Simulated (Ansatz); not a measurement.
A thermal frame of AlN(100) slab, cut from wurtzite AlN, cell Al48N48, with vacuum along z, from MD with PBE at 300 K. Computed with PBE (plane waves, PAW; Ansatz, a program for electronic structure).

| Quantity | Value |
|---|---|
| plane-wave cutoff | 420 eV |
| k-points | 2x2x1 mesh shifted by half a step in the plane |
| Fermi-Dirac width | 0.050 eV |
| spin | not polarised; no spin-orbit coupling |

A check of the k-sampling: on the last frame of the same run a denser mesh moved the PBE forces by 0.000 eV/Å rms and the free energy by 0 meV/atom.

```
CELL_PARAMETERS angstrom
      9.40485     0.00000     0.00000
      0.00000    10.05138     0.00000
      0.00000     0.00000    21.04982
ATOMIC_POSITIONS crystal
  N  0.00389 0.43749 0.33368
  N  0.16364 0.17985 0.29094
  N  0.16840 0.44263 0.45914
  N  0.99300 0.18551 0.41460
  N  0.99354 0.43048 0.58400
  N  0.16250 0.17948 0.54662
  N  0.16980 0.43750 0.71578
  N  0.00381 0.19560 0.67639
  Al 0.99577 0.24507 0.32470
  Al 0.17468 0.51502 0.30012
  Al 0.15703 0.24275 0.45822
  Al 0.99235 0.49613 0.41867
  Al 0.99853 0.24457 0.58399
  Al 0.16601 0.49799 0.54524
  Al 0.16729 0.26713 0.70770
  Al 0.00087 0.48847 0.67715
  N  0.99707 0.94400 0.32585
  N  0.16708 0.68790 0.28963
  N  0.15626 0.93665 0.45699
  N  0.99433 0.68369 0.41735
  N  0.99598 0.94302 0.58578
  N  0.16426 0.68978 0.54275
  N  0.16189 0.93550 0.70921
  N  0.99464 0.68030 0.67450
  Al 0.01028 0.74058 0.32728
  Al 0.16496 0.00438 0.29557
  Al 0.17564 0.74180 0.45585
  Al 0.99609 0.00017 0.41250
  Al 0.99243 0.75428 0.58719
  Al 0.17265 0.99455 0.54514
  Al 0.15929 0.76034 0.69717
  Al 0.99663 0.99724 0.67613
  N  0.34230 0.43623 0.32683
  N  0.49609 0.17972 0.28773
  N  0.50228 0.43928 0.45661
  N  0.32698 0.18795 0.41611
  N  0.33174 0.43233 0.58917
  N  0.49748 0.18848 0.54362
  N  0.49867 0.43707 0.71332
  N  0.33081 0.18153 0.67167
  Al 0.33015 0.23709 0.32702
  Al 0.50430 0.52283 0.30339
  Al 0.49682 0.24291 0.45568
  Al 0.33715 0.49433 0.41719
  Al 0.32184 0.24976 0.58822
  Al 0.50593 0.49830 0.54761
  Al 0.49011 0.26110 0.70308
  Al 0.33214 0.49844 0.67463
  N  0.33013 0.94221 0.33023
  N  0.48698 0.69283 0.28416
  N  0.50583 0.94384 0.46157
  N  0.34051 0.69168 0.41494
  N  0.34383 0.93482 0.58593
  N  0.50600 0.68992 0.54171
  N  0.49409 0.93596 0.70742
  N  0.32826 0.69360 0.66886
  Al 0.32912 0.75386 0.32468
  Al 0.49936 0.00377 0.29836
  Al 0.49857 0.75130 0.45628
  Al 0.33253 0.99945 0.41824
  Al 0.32929 0.74625 0.58111
  Al 0.50944 0.99662 0.54588
  Al 0.49095 0.75941 0.70565
  Al 0.32470 0.99368 0.67256
  N  0.66165 0.43182 0.32697
  N  0.83260 0.18485 0.28974
  N  0.82737 0.43856 0.45958
  N  0.65809 0.18447 0.41022
  N  0.67085 0.44097 0.58592
  N  0.82951 0.18783 0.54103
  N  0.83957 0.44357 0.71758
  N  0.66482 0.18410 0.67478
  Al 0.66099 0.24727 0.31739
  Al 0.84061 0.51619 0.30261
  Al 0.81593 0.24402 0.45396
  Al 0.66242 0.49933 0.41504
  Al 0.66366 0.24260 0.58590
  Al 0.83207 0.49545 0.54370
  Al 0.83107 0.26110 0.70117
  Al 0.66751 0.49180 0.67132
  N  0.67104 0.93659 0.32697
  N  0.83260 0.69020 0.28668
  N  0.83849 0.93378 0.45646
  N  0.66289 0.68547 0.41017
  N  0.67009 0.93970 0.58415
  N  0.82979 0.68641 0.54428
  N  0.83139 0.92950 0.70925
  N  0.66232 0.68666 0.67002
  Al 0.66199 0.74913 0.32061
  Al 0.82534 0.01374 0.29773
  Al 0.82576 0.73813 0.45656
  Al 0.66623 0.99989 0.41546
  Al 0.66739 0.75170 0.58602
  Al 0.83470 0.99787 0.54143
  Al 0.82888 0.75123 0.70221
  Al 0.66205 0.99602 0.67605
```

Task: Give the forces on atoms 10, 12, 28, 35, 54, 58, 76, 82, 92, 96 (eV/Å).

Result: 
| atom | Fx Fy Fz |
|---|---|
| Al10 | -0.365 -1.169 0.461 |
| Al12 | 1.175 0.121 0.663 |
| Al28 | 0.228 -0.489 0.780 |
| N35 | -0.283 -0.708 0.967 |
| N54 | -0.975 -0.477 0.399 |
| Al58 | 0.091 0.862 -0.189 |
| Al76 | 0.455 -0.376 0.345 |
| N82 | 0.713 -0.302 0.411 |
| Al92 | 0.639 -0.605 0.436 |
| Al96 | 0.733 -0.839 -0.153 |
